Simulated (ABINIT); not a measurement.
**Cost against accuracy: ecut for AgSnF6 (P-1, 8 atoms in the cell)**

Cell: a = 5.2040 Å, b = 5.2530 Å, c = 5.6320 Å, α = 64.33°, β = 89.30°, γ = 61.22°.

Level of theory: PBEsol, norm-conserving pseudopotentials (PseudoDojo nc-sr-04 PBEsol standard) (plane waves; ABINIT).

Base settings: pseudos = [F.upf, Ag.upf, Sn.upf]; ecut = 42 Ha; occopt = 6; tsmear = 0.00183747 Ha; ngkpt = 3 3 2; nshiftk = 1; shiftk = 0.5 0.5 0.5; potentials = PseudoDojo nc-sr-04 PBEsol standard; nband = 48; kptopt = 1.

Misses are taken against the tightest run, 55 Ha, which need not be fully converged itself. The energy is the free energy per atom.

The count of work is k-points × plane waves × bands × iterations; it is no time, and leaves out set-up, grids and terms that scale otherwise. Core times come from one kind of shared machine and are given to one figure; runs under 30 s give none.

The starting cell comes from a database of published, mostly measured structures (it also holds non-ambient and calculated ones), without a prior relaxation at this level. In the base run, with a pressure of about 3 GPa the cell is away from its equilibrium volume at this level. Without a gap this mesh is coarse (it stands for a supercell whose shortest vector is 11 Å).

The runs (ecut): 17 Ha | 21 Ha | 25 Ha | 29 Ha | 34 Ha | 38 Ha | 42 Ha | 48 Ha | 55 Ha.

Q: Which is the coarsest setting among those run that, with all tighter ones, holds the energy within 10 meV/atom of the reference, and what does it save?

A: 38 Ha, off by 3.7 meV/atom; its saving against the reference is no more than about a factor of 2 in the count of work.

Q: Which is the coarsest setting among those run that, with all tighter ones, holds the energy within 2 meV/atom of the reference, and what does it save?

A: 42 Ha, off by 0.52 meV/atom; its saving against the reference is no more than about a factor of 2 in the count of work.

Q: What does the step from 17 Ha to 38 Ha buy?

A: It takes the miss in the energy from 13000 to 3.7 meV/atom, for 3.3 times the count of work and roughly 4 times the time.

```
ecut   energy less reference (meV/atom)  pressure less reference (GPa)  largest difference in the force on any atom (eV/Å)  count of work / reference  core time / reference (rough)
-----  --------------------------------  -----------------------------  --------------------------------------------------  -------------------------  -----------------------------
17 Ha                          13276.67                        -411.53                                               0.734                       0.17                            0.1
21 Ha                           4424.31                        -196.81                                               0.374                       0.24                            0.2
25 Ha                           1275.00                         -77.38                                               0.154                       0.31                            0.3
29 Ha                            300.86                         -24.66                                               0.048                       0.36                            0.3
34 Ha                             33.54                          -4.09                                               0.005                       0.49                            0.5
38 Ha                              3.74                          -0.60                                               0.002                       0.57                            0.5
42 Ha                              0.52                          -0.01                                               0.001                       0.67                            0.6
48 Ha                              0.31                           0.00                                               0.001                       0.81                            0.8
55 Ha                              0.00                           0.00                                               0.000                        1.0                              1
```
